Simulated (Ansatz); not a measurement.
**Ag: 5 layers**

Start from Ag in the fcc (Cu type) structure (space group Fm-3m, No. 225; a = 4.055 Å). Axes: x, y, z lie along the cube axes.

Perturbation: a free-standing slab of 5 layers (5 atoms, 1 a layer) is cut normal to [111], with 15 Å of vacuum and the in-plane cell held at bulk.

All numbers come from Ansatz (an electronic-structure program) PBEsol, no SOC, earlier PAW set. Γ-centred 19×19×1 mesh, Fermi–Dirac width 0.05 eV, for the changed cell.

| quantity | base | changed | shift |
|---|---|---|---|
| shortest interatomic distance | 286.7 pm | 285.5 pm | -1.2 pm |
| band gap | zero | zero | – |
| excess energy per area of both faces (slab less bulk energy over the cell's area: twice a surface energy) (uncertain by up to 0.1 J/m²) | – | 2.0 J/m² | – |
| thickness between the outermost nuclei | – | 9.33 Å | – |
| change of the spacing d23 from its bulk value of 2.341 Å | – | -0.2 % | – |

Cost of the whole job for the changed cell (relaxation, final SCF and bands): about 80 core-seconds (a rough figure).

The excess energy carries the mismatch between the slab's and the bulk's meshes. Whether these cells are dynamically stable was not tested.
